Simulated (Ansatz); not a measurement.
Ga₂O₃ (model structure, started from the stibnite type, Pnma, No. 62, 20 atoms in the cell), treated with LDA (Ansatz, a quantum-chemistry and plane-wave program, PAW).

Run with plane-wave cutoff 520 eV, 4×12×4 k mesh (along the axes of the cell as run), Fermi–Dirac smearing 0.01 eV, scalar-relativistic PAW data made under PBE.

Cell (relaxed at this level):

Ga2O3 has the orthorhombic space group Pnma (No. 62), Pearson symbol oP20. Lattice parameters: a = 9.8236 Å, b = 2.8464 Å, c = 7.8492 Å, α = 90.00°, β = 90.00°, γ = 90.00°. Ga1 on 4c is coordinated by 3 O at 1.853–1.871 Å and 2 O at 2.078 Å and 1 O at 2.372 Å. Ga2 on 4c has 3 O at 1.848–1.869 Å and 2 O at 2.045 Å. O1 on 4c is coordinated by 3 Ga at 1.848–1.853 Å. O2 on 4c is coordinated by 3 Ga at 1.869 Å (trigonal pyramidal). O3 on 4c is coordinated by 4 Ga at 2.045–2.078 Å and 1 Ga at 2.372 Å (square pyramidal). (Neighbours: up to the widest gap in distance over summed covalent radii, below 1.35, at either atom; cation-cation and far metal-metal contacts left out.)

Question: What does this level give for the band gap and smallest direct gap on the k points sampled?

Answer: 
- band gap: 2.65 eV (indirect)
- smallest direct gap on the k points sampled: 2.71 eV

Note: the relaxation could raise the start's symmetry but not lower it, so the cell can be a saddle point.

Spin–orbit coupling is not included.

Static lattice: no zero-point or thermal effects.

A model structure was made by putting elements into a prototype or built by hand; it is no filed structure, need not be a known phase, and can be a saddle point held by its symmetry.
